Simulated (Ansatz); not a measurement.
Consider WC (space group P-6m2, No. 187; a = 2.912 Å, c = 2.836 Å). Axes: x lies along a and z along c of the hexagonal cell.

Level of theory: r2SCAN (Ansatz, a program for electronic structure; PAW; 500 eV plane waves; scalar-relativistic without spin-orbit coupling).

Strains are applied to the cell and any free atomic positions relax; under biaxial strain the out-of-plane vector relaxes too.

One change was made to it. Results:

The pressure (mean of the normal stresses, compression positive) goes from zero to -19.2 GPa; the volume per atom grows by 0.65 Å³ to 11.07 Å³; the band gap is still zero.

Question: What was done to the base?
A. biaxial strain −2.47 %, plane normal [001], relaxed out of plane
B. biaxial strain −0.86 %, plane normal [001], relaxed out of plane
C. biaxial strain +0.79 %, plane normal [001], relaxed out of plane
D. biaxial strain +3.71 %, plane normal [001], relaxed out of plane
E. biaxial strain −0.91 %, plane normal [001], relaxed out of plane

Answer: D, biaxial strain +3.71 %, plane normal [001], relaxed out of plane. For comparison, the pressure in the other runs: biaxial strain +0.79 %, plane normal [001], relaxed out of plane gives -4.7 GPa; biaxial strain −2.47 %, plane normal [001], relaxed out of plane gives 16.8 GPa; biaxial strain −0.86 %, plane normal [001], relaxed out of plane gives 5.5 GPa; biaxial strain −0.91 %, plane normal [001], relaxed out of plane gives 5.8 GPa.

Without a gap, meshes like the base's 18×18×16 leave anisotropic stresses uncertain by several tenths of a GPa, and small strain energies with them. No phonon test of stability was made. The final runs are not spin-polarised.
